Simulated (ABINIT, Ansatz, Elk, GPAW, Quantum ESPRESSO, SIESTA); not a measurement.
## MnI2 (P-3m1, 3 atoms in the cell) computed with different codes at matched settings

Self-consistent single point.

```
CELL_PARAMETERS angstrom
      4.16858     0.00000     0.00000
     -2.08429     3.61010     0.00000
      0.00000     0.00000     7.14620
ATOMIC_POSITIONS crystal
  Mn 0.00000 0.00000 0.00000
  I  0.33333 0.66667 0.23089
  I  0.66667 0.33333 0.76911
```
Moments meant for the start (each program seeds them in its own way; μB, in the order of the atoms Mn I I): 4.0 0.0 0.0.

Shared settings, as Ansatz (a program for electronic structure) writes them: kpoints.mp_grid.grid = 3 3 2; scf.occupations.method = fermi_dirac; scf.occupations.width = 0.05 eV. Potentials and cutoffs stand in the table.

```csv
code,model,pressure (GPa),largest force (eV/Å),gap on the mesh (eV),size of the net moment (μB/atom),cutoff
Elk,"PBEsol, all-electron FP-LAPW, Elk's shipped species files, APW+lo basis with extra local orbitals",–,–,1.116,1.67,rgkmax 8
Ansatz,"PBEsol, PAW files made with PBE",-1.38,0.279,–,1.67,default
Quantum ESPRESSO,"PBEsol, PseudoDojo standard norm-conserving (PBESOL) pseudopotentials",-1.32,0.271,1.240,1.67,100 Ry
GPAW,"PBEsol, GPAW PAW datasets PBEsol (made by gpaw-setup)",-1.20,0.246,1.159,1.67,850 eV
SIESTA,"GGA PBEsol, numerical atomic orbitals DZP, PseudoDojo PBEsol standard norm-conserving potentials (rewritten from UPF to PSML)",-3.16,0.257,1.604,1.67,grid 400 Ry
ABINIT,"PBEsol, norm-conserving pseudopotentials (PseudoDojo nc-sr-04 PBEsol standard)",-1.33,0.271,1.240,1.67,48 Ha
```

A dash marks a value that a program does not give, or that is left out as unsure.

No gap is tabulated for Ansatz: it is not read from that output, or partly filled or unconverged empty levels leave it unsure.

Gaps are read on the mesh.

On Ansatz's run: spin-orbit coupling is off. With one magnetic atom in the cell only a parallel order is possible.

The spread over the programs that give each value: pressure within 1.96 GPa; largest force within 0.033 eV/Å; gap on the mesh within 0.488 eV; size of the net moment within 0.00 μB/atom.

SIESTA uses small atom-centred bases, whose incompleteness enters pressures, forces and empty levels differently from a plane-wave cutoff. Elk treats all electrons, but the usual bases taken here (sphere radii, linearisation, local orbitals, empty states) were not tested for convergence, so the values are no reference for the others. Ansatz's pressure is given at a fixed set of plane waves, as the other plane-wave codes print theirs; with its correction for the finite basis it is -1.35 GPa. In the pressure, SIESTA (by 1.84) lies more than 1 GPa from the median of the plane-wave programs. In the gap, Elk (by 0.124) and SIESTA (by 0.364) lie more than 0.12 eV from the median of the plane-wave programs.

On the base mesh (5 5 3) the same programs gave: Ansatz pressure -1.85 GPa; Quantum ESPRESSO pressure -1.79 GPa, gap on the mesh 1.225 eV; ABINIT pressure -1.79 GPa, gap on the mesh 1.225 eV; GPAW pressure -1.67 GPa, gap on the mesh 1.144 eV; Elk gap on the mesh 1.103 eV; SIESTA pressure -3.60 GPa, gap on the mesh 1.602 eV.

The values differ from the base mesh's, so the mesh still matters here: the table compares the programs at equal settings.

The starting cell comes from a database of computed structures (which also holds hypothetical and non-ambient phases and stackings), without a prior relaxation at this level.

Left out of this page: CP2K (on another mesh).

Keys are those of Ansatz 0.2.
